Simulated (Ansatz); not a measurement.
Response to strain in AlN

Base system: AlN in the wurtzite structure (space group P6_3mc, No. 186; a = 3.114 Å, c = 4.983 Å). Axes: x lies along a and z along c of the hexagonal cell.

Strains are applied to the cell and any free atomic positions relax.

Level of theory: PBEsol, PAW, 420 eV (Ansatz, an electronic-structure program; without spin-orbit coupling).

Notes on the quantities. pressure: mean of the normal stresses, compression positive.

```
variant                          electron mass  pressure  volume per atom
------------------------------  --------------  --------  ---------------
base                                         –  0.01 GPa         10.46 Å³
uniaxial strain ε_zz = −3.00 %  0.31 mₑ (at Γ)  5.97 GPa         10.15 Å³
uniaxial strain ε_zz = −2.40 %  0.31 mₑ (at Γ)         ?         10.21 Å³
uniaxial strain ε_zz = −1.80 %  0.30 mₑ (at Γ)  3.51 GPa         10.27 Å³
uniaxial strain ε_zz = −1.20 %  0.30 mₑ (at Γ)  2.32 GPa         10.34 Å³
uniaxial strain ε_zz = −0.60 %  0.30 mₑ (at Γ)  1.15 GPa         10.40 Å³
```

What belongs in the blanks?


- uniaxial strain ε_zz = −2.40 %, pressure: 4.73 GPa

The levels and masses belong to the bands next to the band gap. Masses are band curvatures over ±0.01 Å⁻¹ around the edge. Stability against distortions was not tested.
